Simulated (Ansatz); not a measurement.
The starting structures come from a database of crystals and need not be the phases stable at ambient conditions.

Inside the gap of an insulator the Bloch states are evanescent, with a wavenumber k + iκ along the transport direction.

Input:

```xyz
20
Lattice="5.9809 0.0000 0.0000 0.0000 6.1074 0.0000 -0.1275 0.0000 8.5157" Properties=species:S:1:pos:R:3 pbc="T T T"
Sr     2.9951     3.3157     6.3811
Sr     2.8583     2.7917     2.1345
Sr     5.7850     0.2620     6.3924
Sr     0.0684     5.8454     2.1233
La    -0.0637     3.0537     4.2578
La     2.9905     0.0000     0.0000
Sb     2.9267     0.0000     4.2578
Sb     0.0000     3.0537     0.0000
O      4.5020     4.9013     4.6911
O      1.3514     1.2061     3.8246
O      4.2781     1.8476     8.0824
O      1.5753     4.2598     0.4333
O      4.7276     4.6765     7.9930
O      1.1259     1.4310     0.5227
O      4.0526     1.6227     4.7805
O      1.8009     4.4847     3.7351
O      2.2839     5.8678     6.1808
O      3.5696     0.2397     2.3349
O      0.5154     2.8141     6.5927
O      5.3381     3.2934     1.9229
```

Space group of this cell: P2_1/c. The cell is taken as given; by r2SCAN its mean pressure is -4.2 GPa.

Transport runs along the normal of the first two printed cell vectors.

No gap correction and no spin-orbit coupling; mid-gap values are interpolated between computed energies.

Q: Compute, with r2SCAN (Ansatz, a program for electronic structure), the band gap and the smallest decay constant κ at mid-gap.

A: Gap 3.98 eV on a 6×6×4 mesh; κ = 0.363 1/Å, at the zone centre.
